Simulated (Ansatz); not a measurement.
## Effect of biaxial strain −3.11 %, plane normal [001], relaxed out of plane on InSb

The reference is InSb in the zinc blende structure (space group F-43m, No. 216; a = 6.5573 Å). Axes: x, y, z lie along the cube axes.

Modification: compressive biaxial strain of 3.11 % in the plane normal to [001], as in epitaxy on a mismatched substrate; the out-of-plane cell vector and the atoms relax.

All numbers come from Ansatz (a first-principles code), r2SCAN, PAW, cutoff 500 eV, spin-orbit coupling left out, earlier PAW set. Settings: 12×12×12 k-points, 0.05 eV Fermi–Dirac smearing.

The shortest interatomic distance drops by 0.027 Å, from 2.839 Å to 2.812 Å and the energy grows by 14 meV/atom. The pressure (mean of the normal stresses, compression positive) goes from zero to 1.4 GPa and the band gap goes from zero to 0.06 eV (uncertain: the Fermi level lies in a band; the changed cell). The out-of-plane strain amounts to +3.23 % (rough).

Cost of the whole job for the changed cell (relaxation, final SCF and bands): around 4 core-minutes (rough).

Without a gap, meshes like the base's 12×12×12 leave anisotropic stresses uncertain by several tenths of a GPa, and small strain energies with them. With Sb present, leaving out spin-orbit coupling can change the band edges. No phonon test of stability was made. All final runs are without spin polarisation. Gaps under 0.05 eV, about the width of the smearing, are given as zero. A zero or small gap of InSb can be the functional's error rather than a property of the material.
